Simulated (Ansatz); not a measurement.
Fluorite CoSi₂, treated with PBEsol (PAW; Ansatz, a program for electronic structure).

Run with plane-wave cutoff 500 eV, 18×18×1 k mesh (along the axes of the cell as run), Fermi–Dirac smearing 0.05 eV, scalar-relativistic PAW data made under PBE.

Q: What does this level give for the surface energy of the (111) face and work function of the (111) face?

A: 
- surface energy of the (111) face = 1.74 J/m²
- work function of the (111) face = 5.15 eV

The slab of 18 atoms is relaxed and unreconstructed.
